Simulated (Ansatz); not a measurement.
## Ti3Al under a change: strain tensor (xx, yy, zz, yz, xz, xy) = (+0.03, +0.55, −0.98, −0.90, −0.57, −0.58) %

Take Ti₃Al (space group P6_3/mmc, No. 194; a = 5.7471 Å, c = 4.6315 Å) as the base. Axes: x lies along a and z along c of the hexagonal cell.

Now apply this change: strain tensor (xx, yy, zz, yz, xz, xy) = (+0.03, +0.55, −0.98, −0.90, −0.57, −0.58) %, atoms relaxed at fixed cell.

The values are results of Kohn–Sham DFT with the r2SCAN functional, run in Ansatz (a first-principles code) with PAW and 500 eV plane waves, spin-orbit coupling left out, not measurements. Γ-centred 10×10×10 mesh, Fermi–Dirac width 0.05 eV.

```csv
quantity,base,changed,shift
volume per atom,16.56 Å³,16.49 Å³,-0.07 Å³
space group,P6_3/mmc (No. 194),P-1 (No. 2),–
shortest interatomic distance,2.813 Å,2.801 Å,-0.012 Å
energy relative to the base (free energy F),0 meV/atom,+3.1 meV/atom,+3.1 meV/atom
"pressure (mean of the normal stresses, compression positive)",0.0 GPa,0.6 GPa,+0.6 GPa
band gap,zero,zero,–
largest internal atomic displacement,–,0.024 Å,–
"stress (xx, yy, zz, yz, xz, xy; compression positive) (rough)",–,"(0.1, -0.4, 2.1, 1.2, 0.8, 0.6) GPa",–
```

Without a gap, meshes like the base's 10×10×10 leave anisotropic stresses uncertain by several tenths of a GPa, and small strain energies with them. No phonon test of stability was made. All final runs are without spin polarisation.
